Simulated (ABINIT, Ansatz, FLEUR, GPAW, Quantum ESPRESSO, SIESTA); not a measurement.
**Code comparison for HfTeS (P3m1, 3 atoms in the cell)**

Self-consistent single point.

```
CELL_PARAMETERS angstrom
      3.81538     0.00000     0.00000
     -1.90769     3.30422     0.00000
      0.00000     0.00000     6.60612
ATOMIC_POSITIONS crystal
  Hf 0.33333 0.66667 0.02986
  Te 0.00000 0.00000 0.74743
  S  0.66667 0.33333 0.22271
```

Shared settings, as Ansatz (a first-principles code) writes them: kpoints.mp_grid.grid = 6 6 3; scf.occupations.method = gaussian; scf.occupations.width = 0.136 eV. Potentials and cutoffs stand in the table.

```tsv
code	model	pressure (GPa)	largest force (eV/Å)	cutoff
SIESTA	GGA PBEsol, numerical atomic orbitals DZP, PseudoDojo PBEsol standard norm-conserving potentials (rewritten from UPF to PSML)	-2.29	0.212	grid 300 Ry
GPAW	PBEsol, GPAW PAW datasets PBEsol (made by gpaw-setup)	-1.89	0.101	600 eV
Quantum ESPRESSO	PBEsol, GBRV 1.5 ultrasoft (PBESOL) pseudopotentials	-2.07	0.133	40 Ry
Ansatz	PBEsol, PAW files made with PBE	-1.91	0.152	420 eV
ABINIT	PBEsol, norm-conserving pseudopotentials (PseudoDojo nc-sr-04 PBEsol standard)	-1.93	0.157	1116 eV
FLEUR	PBEsol, all-electron FLAPW (FLEUR), scalar-relativistic valence	–	0.161	Kmax 4.5 1/bohr
```

Size of the force on each atom (eV/Å): Sizes of forces hide their directions.

| code | Hf1 | Te2 | S3 |
|---|---|---|---|
| SIESTA | 0.212 | 0.203 | 0.010 |
| GPAW | 0.101 | 0.066 | 0.036 |
| Quantum ESPRESSO | 0.133 | 0.062 | 0.071 |
| Ansatz | 0.152 | 0.086 | 0.066 |
| ABINIT | 0.157 | 0.070 | 0.087 |
| FLEUR | 0.161 | 0.105 | 0.055 |

A dash marks a value that a program does not give, or that is left out as unsure.

On Ansatz's run: spin-orbit coupling is off.

The spread over the programs that give each value: pressure within 0.40 GPa; largest force within 0.111 eV/Å.

SIESTA uses small atom-centred bases, whose incompleteness enters pressures, forces and empty levels differently from a plane-wave cutoff. FLEUR treats all electrons, but the usual bases taken here (sphere radii, linearisation, local orbitals, empty states) were not tested for convergence, so the values are no reference for the others. Ansatz's pressure is given at a fixed set of plane waves, as the other plane-wave codes print theirs; with its correction for the finite basis it is -1.88 GPa. In the force vectors, SIESTA (by 0.135) lies more than 0.08 eV/Å from the median of the plane-wave programs.

On the base mesh (8 8 4) the same programs gave: Ansatz pressure -1.95 GPa; Quantum ESPRESSO pressure -2.12 GPa; ABINIT pressure -1.97 GPa; GPAW pressure -1.93 GPa; SIESTA pressure -2.33 GPa.

The starting cell comes from a database of computed structures (which also holds hypothetical and non-ambient phases and stackings), without a prior relaxation at this level.

Left out of this page: CP2K (on another mesh); Elk (not drawn, or without a comparable value).

Keys are those of Ansatz 0.2.
